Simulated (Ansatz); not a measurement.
Levels about the gap of amorphous Hf₁₈O₃₉Al₂ (59 atoms in a cell of 755 Å³, 8.56 g/cm³; zone centre alone, so wide bands show as single levels with stretches between that a denser mesh fills), at the geometry that PBE relaxed, where it gives -1.3 GPa on a denser mesh. The participation number counts the atoms over which a state spreads; weights are charges in smoothed Voronoi cells. The levels come from a single point, so bond lengths are those of that geometry. Method of the levels: PBE, scalar-relativistic without spin-orbit coupling (Ansatz, a quantum-chemistry and plane-wave program). Sampling: the zone centre alone; Fermi-Dirac width 0.02 eV; no spin polarisation. At PBE the levels at the filled edge of the gap are localised (band-tail or defect states).

The cell was made by melting and quenching with the CHGNet potential and then relaxed with DFT. O atoms were pushed apart under 1.9 Å during the dynamics, to hinder bonds among them. The hot cell started wider than the set density and was brought back towards it in steps. It is the lowest in DFT energy of 2 quenches. It is a model cell: composition and starting density were chosen by hand, and all elements were melted together. No dispersion term was used. Its density started from a set value of 8.56 and ended at 8.56 g/cm³. Cooling (nominally 450 K/ps over its main leg) ran many orders faster than in experiment, which tends to leave more defects and strain. A cell of this size samples the disorder only roughly. The volume was held where the preparation left it and the shape relaxed, at a PBE pressure of -1.3 GPa (tension). Stress components on the final sampling reach 1.4 GPa. On a 2×2×2 Γ-centred mesh force components of up to 0.13 eV/Å stay, since the relaxation ran on the zone centre alone.

| E - E(highest filled), eV | filling | participation number | largest on | weight O | weight Hf | weight Al |
|---|---|---|---|---|---|---|
| -0.39 | filled | 14.5 | O, 3 neighbours | 0.95 | 0.04 | 0.01 |
| -0.32 | filled | 15.6 | O, 3 neighbours | 0.95 | 0.04 | 0.00 |
| -0.25 | filled | 12.9 | O, 3 neighbours | 0.94 | 0.05 | 0.00 |
| -0.20 | filled | 10.5 | O, 3 neighbours | 0.96 | 0.04 | 0.00 |
| -0.10 | filled | 8.8 | O, 3 neighbours | 0.95 | 0.05 | 0.00 |
| -0.01 | filled | 6.3 | O, 3 neighbours | 0.95 | 0.04 | 0.00 |
| 0.00 | filled | 10.1 | O, 3 neighbours | 0.95 | 0.05 | 0.00 |
| 3.89 | empty | 25.3 | Hf, 6 neighbours | 0.46 | 0.53 | 0.01 |
| 3.99 | empty | 23.0 | Hf, 7 neighbours | 0.43 | 0.56 | 0.01 |
| 4.12 | empty | 26.5 | Hf, 6 neighbours | 0.40 | 0.60 | 0.00 |
| 4.27 | empty | 26.8 | Hf, 5 neighbours | 0.39 | 0.60 | 0.00 |
| 4.38 | empty | 24.4 | Hf, 6 neighbours | 0.39 | 0.61 | 0.00 |
| 4.44 | empty | 26.7 | Hf, 7 neighbours | 0.38 | 0.61 | 0.00 |
| 4.52 | empty | 24.4 | Hf, 6 neighbours | 0.38 | 0.62 | 0.00 |

Most localised among these is the filled level at -0.01 eV, on a O atom, which has 3 neighbours (Hf 2.05 Å, Hf 2.09 Å, Hf 2.59 Å).
